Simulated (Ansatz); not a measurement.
P (model structure, started from the C4 type, I4₁32, No. 214, 4 atoms in the cell) was calculated with PBEsol (PAW; Ansatz, a program for electronic structure).

Settings: plane-wave cutoff 520 eV, 14×14×14 k mesh, Fermi–Dirac smearing 0.05 eV, scalar-relativistic PAW data made under PBE.

Cell (relaxed at this level):

```cif
data_P8
_chemical_formula_sum 'P8'
_space_group_name_H-M_alt 'I4132'
_space_group_IT_number 214
_space_group_name_Hall 'I 4bd 2c 3'
_cell_length_a 6.02901
_cell_length_b 6.02901
_cell_length_c 6.02901
_cell_angle_alpha 90.000
_cell_angle_beta 90.000
_cell_angle_gamma 90.000
loop_
_atom_site_label
_atom_site_type_symbol
_atom_site_symmetry_multiplicity
_atom_site_Wyckoff_symbol
_atom_site_fract_x
_atom_site_fract_y
_atom_site_fract_z
_atom_site_occupancy
P1 P 8 a 0.12500 0.12500 0.12500 1
```
(The calculation used a cell of 4 atoms; values per cell refer to that cell.)

**Question.** Estimate the bulk modulus that the calculation returns.

**Answer.** 
- bulk modulus: 42.7 GPa

The run finds no gap.

Note: the bulk modulus is −V dP/dV from two relaxed cells at ±2 % in volume; the relaxation could raise the start's symmetry but not lower it, so the cell can be a saddle point.

It cost about 110 core-seconds (a rough figure) of CPU time.

A model structure was made by putting elements into a prototype or built by hand; it is no filed structure, need not be a known phase, and can be a saddle point held by its symmetry.
